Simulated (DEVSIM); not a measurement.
Device: Pt/Al2O3/SiO2/p-Si capacitor, at 300 K.

Layer 1 from the left is Al2O3, thickness (nm) 11.0. Layer 2 from the left is SiO2, thickness (nm) 1.40. Layer 3 from the left is Si, thickness (nm) 3800, Na (cm⁻³) 2.3e16.

Metal gate on the left, work function 5.6 eV. Fixed charge at the semiconductor interface 0 cm⁻² (in units of +e); no interface traps.

This is a model device: material constants are rounded textbook-type values typed into the input, and sizes, dopings and lifetimes were drawn at random. Values at 300 K.

Al2O3: gap (eV) 6.8, affinity (eV) 1.35, permittivity 9. SiO2: gap (eV) 9, affinity (eV) 0.9, permittivity 3.9. Si: gap (eV) 1.124, affinity (eV) 4.05, permittivity 11.7, Nc (cm⁻³) 2.86e19, Nv (cm⁻³) 3.1e19.

Question: Estimate by hand the flat-band voltage, the threshold voltage, and compare with a numerical solution.

Answer: 
- Flat-band voltage: C = 0.560 μF/cm², work-function difference 0.612 V; VFB = φms − qNf/C = 0.61 V; numerical 0.61 V.
- Threshold voltage: φF = 0.377 V, depletion charge √(4εqNφF) = 7.58e-8 C/cm²; VT = VFB + 2φF + Qd/C = 1.50 V; numerical 1.50 V.

Simulated with DEVSIM: 1D Poisson equation in equilibrium, Boltzmann statistics, complete ionisation; no quantum confinement or tunnelling. Metal contacts follow the ideal Schottky-Mott rule: no Fermi-level pinning, no interface dipoles.
